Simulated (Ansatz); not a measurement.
The reference is CdSe in the wurtzite structure (space group P6_3mc, No. 186; a = 4.3829 Å, c = 7.1547 Å).

Perturbation: cell and atoms relaxed at a pressure of 1.8 GPa.

Levels (all Ansatz, a program for electronic structure, PAW, earlier PAW set): PBE (420 eV, no spin-orbit coupling); r2SCAN (500 eV, no spin-orbit coupling); HSE06 (420 eV, no spin-orbit coupling); PBE+SOC (420 eV, with spin-orbit coupling).

One geometry, relaxed with PBE, under each level:

The valence-band top lists the three highest levels at Γ (Kramers pairs under SOC), from the VBM.

| level | band gap | lowest conduction level above the VBM at special points | valence-band top at Γ | electron mass | pressure |
|---|---|---|---|---|---|
| PBE | 0.62 eV | Γ 0.62 eV; A 2.34 eV; L 2.93 eV; M 3.17 eV | 0.00, 0.00, -0.05 eV | – | 1.80 GPa |
| r2SCAN | … | … | – | … | … |
| HSE06 | 1.56 eV | Γ 1.56 eV; A 3.30 eV; L 3.85 eV | – | – | – |
| PBE+SOC | 0.50 eV | Γ 0.50 eV; A 2.22 eV; L 2.80 eV; M 3.04 eV | 0.00, -0.03, -0.38 eV | – | 1.76 GPa |

Question: Give the withheld r2SCAN results.

Answer: 
- r2SCAN, band gap: 1.11 eV
- r2SCAN, lowest conduction level above the VBM at special points: Γ 1.11 eV; A 2.80 eV; L 3.33 eV; M 3.64 eV
- r2SCAN, electron mass: 0.093 mₑ along c, 0.10 mₑ across (at Γ)
- r2SCAN, pressure: 0.34 GPa

Single points use the geometry relaxed with PBE. Their cutoffs differ, which shifts pressures a little. Differences between runs with and without spin-orbit coupling are approximate. Load acts through the strain it causes; cell and atoms are relaxed under it. Effective masses come from finite differences of ±0.01 Å⁻¹. No phonon test of stability was made.
